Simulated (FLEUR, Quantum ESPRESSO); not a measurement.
A FLEUR input for a self-consistent single point of RbMg6Cu (Amm2, 8 atoms in the cell) (DFT, PBEsol, all-electron FLAPW (FLEUR), scalar-relativistic valence):

Input of the input generator:

```
scf RbMg6Cu
&input film=f /
1.0000000000 0.0000000000 0.0000000000
0.0000000000 0.6199754890 1.1153944081
0.0000000000 -0.6199754890 1.1153944081
9.9455341076
1.0 1.0 1.0

8
37 0.5000000000 0.6674100000 0.6674100000
12 0.5000000000 0.6724400000 0.1632400000
12 0.5000000000 0.1632400000 0.6724400000
12 -0.0000000000 0.8562000000 0.3071400000
12 0.0000000000 0.3071400000 0.8562000000
12 0.0000000000 0.3264600000 0.3264600000
12 0.0000000000 0.8461600000 0.8461600000
29 0.5000000000 0.1609400000 0.1609400000

&comp jspins=1 /
&exco xctyp='PBEs' /
&kpt div1=4 div2=3 div3=3 gamma=t /
&end /
```

```xml
<?xml version="1.0" encoding="UTF-8" standalone="no"?>
<fleurInput fleurInputVersion="0.39">
   <comment>
      scf RbMg6Cu                                                                                         
   </comment>
   <calculationSetup>
      <cutoffs Kmax="3.9" Gmax="13.7" GmaxXC="13.7" numbands="0"/>
      <scfLoop itmax="100" minDistance="0.00001" maxIterBroyd="99" imix="Anderson" alpha="0.05" precondParam="0.0" spinf="2.0"/>
      <coreElectrons ctail="T" frcor="F" kcrel="0" coretail_lmax="0"/>
      <xcFunctional name="PBEs" relativisticCorrections="F"/>
      <magnetism jspins="1"/>
      <soc l_soc="F" theta="0.0" phi="0.0" spav="F"/>
      <expertModes spex="0" secvar="F"/>
      <geometryOptimization l_f="T" forcealpha="1.0" forcemix="BFGS" epsdisp="0.00001" epsforce="0.00001"/>
      <ldaU l_linMix="F" mixParam="0.05" spinf="1.0"/>
   </calculationSetup>
   <cell>
      <bzIntegration valenceElectrons="80.0" mode="hist" fermiSmearingEnergy="0.00367493">
         <kPointListSelection listName="default-1"/>
         <!-- k-points included here -->
         <xi:include xmlns:xi="http://www.w3.org/2001/XInclude" href="kpts.xml"> </xi:include>
      </bzIntegration>
      <!-- symmetry operations included here -->
      <xi:include xmlns:xi="http://www.w3.org/2001/XInclude" href="sym.xml"> </xi:include>
      <bulkLattice scale="1.0">
         <bravaisMatrix>
            <row-1>    9.9455341076000003     0.0000000000000000     0.0000000000000000</row-1>
            <row-2>    0.0000000000000000     6.1659873717254889    11.0931931291848649</row-2>
            <row-3>    0.0000000000000000    -6.1659873717254889    11.0931931291848649</row-3>
         </bravaisMatrix>
      </bulkLattice>
   </cell>
   <atomSpecies>
      <species name="Rubidium (Rb)" element="Rb" atomicNumber="37">
         <mtSphere radius="2.68" gridPoints="925" logIncrement="0.014"/>
         <atomicCutoffs lmax="10" lnonsphr="8"/>
         <electronConfig flipSpins="F">
            <coreConfig>(1s1/2) (2s1/2) (2p1/2) (2p3/2) (3s1/2) (3p1/2) (3p3/2) (3d3/2) (3d5/2)</coreConfig>
            <valenceConfig>(4s1/2) (4p1/2) (4p3/2) (5s1/2)</valenceConfig>
            <stateOccupation state="(5s1/2)" spinUp="0.5" spinDown="0.5"/>
         </electronConfig>
         <energyParameters s="5" p="5" d="4" f="4"/>
         <lo type="SCLO" l="0" n="4" eDeriv="0"/>
         <lo type="SCLO" l="1" n="4" eDeriv="0"/>
      </species>
      <species name="Magnesium (Mg)" element="Mg" atomicNumber="12">
         <mtSphere radius="2.60" gridPoints="895" logIncrement="0.013"/>
         <atomicCutoffs lmax="10" lnonsphr="8"/>
         <electronConfig flipSpins="F">
            <coreConfig>(1s1/2)</coreConfig>
            <valenceConfig>(2s1/2) (2p1/2) (2p3/2) (3s1/2)</valenceConfig>
         </electronConfig>
         <energyParameters s="3" p="3" d="3" f="4"/>
         <lo type="SCLO" l="0" n="2" eDeriv="0"/>
         <lo type="SCLO" l="1" n="2" eDeriv="0"/>
      </species>
      <species name="Copper (Cu)" element="Cu" atomicNumber="29">
         <mtSphere radius="2.68" gridPoints="925" logIncrement="0.013"/>
         <atomicCutoffs lmax="10" lnonsphr="8"/>
         <electronConfig flipSpins="F">
            <coreConfig>(1s1/2) (2s1/2) (2p1/2) (2p3/2) (3s1/2) (3p1/2) (3p3/2)</coreConfig>
            <valenceConfig>(4s1/2) (3d3/2) (3d5/2)</valenceConfig>
            <stateOccupation state="(4s1/2)" spinUp="0.5" spinDown="0.5"/>
         </electronConfig>
         <energyParameters s="4" p="4" d="3" f="4"/>
         <lo type="HELO" l="2" n="4" eDeriv="0"/>
      </species>
   </atomSpecies>
   <atomGroups>
      <atomGroup species="Rubidium (Rb)">
         <relPos label="                   1">1.000/2.000 -.3325900000 -.3325900000</relPos>
         <force calculate="T" relaxXYZ="TTT"/>
      </atomGroup>
      <atomGroup species="Magnesium (Mg)">
         <relPos label="                   2">1.000/2.000 -.3275600000 .1632400000</relPos>
         <relPos label="                   3">1.000/2.000 .1632400000 -.3275600000</relPos>
         <force calculate="T" relaxXYZ="TTT"/>
      </atomGroup>
      <atomGroup species="Magnesium (Mg)">
         <relPos label="                   4">.0000000000 -.1438000000 .3071400000</relPos>
         <relPos label="                   5">.0000000000 .3071400000 -.1438000000</relPos>
         <force calculate="T" relaxXYZ="TTT"/>
      </atomGroup>
      <atomGroup species="Magnesium (Mg)">
         <relPos label="                   6">.0000000000 .3264600000 .3264600000</relPos>
         <force calculate="T" relaxXYZ="TTT"/>
      </atomGroup>
      <atomGroup species="Magnesium (Mg)">
         <relPos label="                   7">.0000000000 -.1538400000 -.1538400000</relPos>
         <force calculate="T" relaxXYZ="TTT"/>
      </atomGroup>
      <atomGroup species="Copper (Cu)">
         <relPos label="                   8">1.000/2.000 .1609400000 .1609400000</relPos>
         <force calculate="T" relaxXYZ="TTT"/>
      </atomGroup>
   </atomGroups>
   <output dos="F" band="F" slice="F">
      <checks vchk="F" cdinf="F"/>
      <bandDOS minEnergy="-.5*Htr" maxEnergy="0.5*Htr" sigma="0.015" storeEVData="T"/>
      <vacuumDOS vacdos="F" integ="F" star="F" nstars="0" locx1="0.0" locy1="0.0" locx2="0.0" locy2="0.0" nstm="0" tworkf="0.0"/>
      <unfoldingBand unfoldBand="F" supercellX="1" supercellY="1" supercellZ="1"/>
      <plotting iplot="0" polar="F">
         <plot TwoD="T" vec1="  1.0  0.0  0.0" vec2="  0.0  1.0  0.0" vec3="  0.0  0.0  1.0" zero="  0.0  0.0  0.0" file="plot"/>
      </plotting>
      <chargeDensitySlicing numkpt="0" minEigenval="0.0" maxEigenval="0.0" nnne="0" pallst="F"/>
      <specialOutput eonly="F"/>
      <magneticCircularDichroism mcd="F" energyLo="-10.0" energyUp="0.0"/>
   </output>
  <!-- We include the file relax.xml here to enable relaxations (see documentation) -->
  <xi:include xmlns:xi="http://www.w3.org/2001/XInclude" href="relax.xml"> <xi:fallback/> </xi:include>
</fleurInput>
```

Write the same calculation as an input for Quantum ESPRESSO.

This is the input that was run; spellings and numerical settings could be chosen otherwise.

```fortran
&CONTROL
   calculation = 'scf'
   prefix = 'scf'
   outdir = './tmp'
   pseudo_dir = './'
   tprnfor = .true.
   tstress = .true.
/
&SYSTEM
   ibrav = 0
   nat = 8
   ntyp = 3
   ecutwfc = 95
   occupations = 'smearing'
   smearing = 'fd'
   degauss = 0.0073499
/
&ELECTRONS
   conv_thr = 1.0e-11
   mixing_beta = 0.3
/
ATOMIC_SPECIES
Rb    85.4678  Rb.upf
Mg    24.3050  Mg.upf
Cu    63.5460  Cu.upf
ATOMIC_POSITIONS {angstrom}
Rb    2.6314750000    0.0000000000    7.8357471273
Mg    2.6314750000    1.6614686800    4.9056630552
Mg    2.6314750000   -1.6614686800    4.9056630552
Mg    0.0000000000    1.7915278740    6.8291140851
Mg    0.0000000000   -1.7915278740    6.8291140851
Mg    0.0000000000    0.0000000000    3.8328134238
Mg    0.0000000000    0.0000000000    9.9343668648
Cu    2.6314750000    0.0000000000    1.8895208982
K_POINTS {automatic}
4 3 3  0 0 0
CELL_PARAMETERS {angstrom}
   5.2629500000     0.0000000000     0.0000000000
   0.0000000000     3.2629000000     5.8702650000
   0.0000000000    -3.2629000000     5.8702650000
```

Basis settings and potentials, where a program has them, do not carry over. This input uses DFT, PBEsol, plane waves, PseudoDojo standard norm-conserving (PBESOL) pseudopotentials.

The starting cell comes from a database of computed structures (which also holds hypothetical and non-ambient phases and stackings), without a prior relaxation at this level.
